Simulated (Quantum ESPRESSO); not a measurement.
Worked example: self-consistent single point of InSb3 (Pm-3m, 4 atoms in the cell) in Quantum ESPRESSO.

Computed with PBEsol, GBRV 1.5 ultrasoft (PBESOL) pseudopotentials (plane waves; Quantum ESPRESSO).

```yaml
crystal:
  lattice:
    - [4.80637, 0.00000, 0.00000]
    - [0.00000, 4.80637, 0.00000]
    - [0.00000, 0.00000, 4.80637]
  atoms:
    - { symbol: In, position: [0.00000, 0.00000, 0.00000] }
    - { symbol: Sb, position: [0.50000, 0.00000, 0.50000] }
    - { symbol: Sb, position: [0.00000, 0.50000, 0.50000] }
    - { symbol: Sb, position: [0.50000, 0.50000, 0.00000] }
```

Reference input (self-consistent single point, DFT, PBEsol, plane waves, GBRV 1.5 ultrasoft (PBESOL) pseudopotentials): ecutwfc = 40 Ry; ecutrho = 200 Ry; occupations = smearing; smearing = fermi-dirac; degauss = 0.0073499 Ry; potentials = {In: in_pbesol_v1.4.uspp.F.UPF, Sb: sb_pbesol_v1.4.uspp.F.UPF}; K_POINTS = automatic 9 9 9 0 0 0; conv_thr = 1e-09 Ry. This run's input differs from it in these lines:

```diff
@@ -15,3 +15,3 @@
   occupations = 'smearing',
-  smearing = 'fermi-dirac',
+  smearing = 'marzari-vanderbilt',
   degauss = 0.0073499,
```

Output (repeated stretches shortened):

```
     Self-consistent Calculation

     iteration #  1     ecut=    40.00 Ry     beta= 0.70

     total energy              =    -684.85826565 Ry
     estimated scf accuracy    <       5.75247057 Ry

     iteration #  2     ecut=    40.00 Ry     beta= 0.70

     total energy              =    -686.78222329 Ry
     estimated scf accuracy    <       0.78988311 Ry

     iteration #  3     ecut=    40.00 Ry     beta= 0.70

     total energy              =    -686.93457458 Ry
     estimated scf accuracy    <       0.00683331 Ry

   [... 4 blocks of this kind left out ...]

     iteration #  8     ecut=    40.00 Ry     beta= 0.70

     total energy              =    -686.93616319 Ry
     estimated scf accuracy    <          4.1E-09 Ry

     iteration #  9     ecut=    40.00 Ry     beta= 0.70
     End of self-consistent calculation

     the Fermi energy is    10.6791 ev

!    total energy              =    -686.93616319 Ry
     estimated scf accuracy    <          2.8E-10 Ry
     smearing contrib. (-TS)   =       0.00016339 Ry
     internal energy E=F+TS    =    -686.93632658 Ry

     convergence has been achieved in   9 iterations

     Forces acting on atoms (cartesian axes, Ry/au):

     atom    1 type  1   force =     0.00000000    0.00000000    0.00000000
   [... zero for the other atoms too ...]

     Total force =     0.000000     Total SCF correction =     0.000000

          total   stress  (Ry/bohr**3)                   (kbar)     P=      -28.28
  -0.00019222   0.00000000   0.00000000          -28.28        0.00        0.00
   0.00000000  -0.00019222   0.00000000            0.00      -28.28        0.00
   0.00000000   0.00000000  -0.00019222            0.00        0.00      -28.28

   JOB DONE.
```

The run converged in 9 iterations. Against the reference run the free energy goes up by 8.6 meV/atom and the pressure hardly changes (-2.79 to -2.83 GPa).

The starting cell comes from a database of computed structures (which also holds hypothetical and non-ambient phases and stackings), without a prior relaxation at this level. The run gives no clean gap (levels at the Fermi energy touch, overlap or are partly filled at this smearing), which alone does not show that the compound is a metal.

Cost on one core of a shared machine: roughly 50 s.
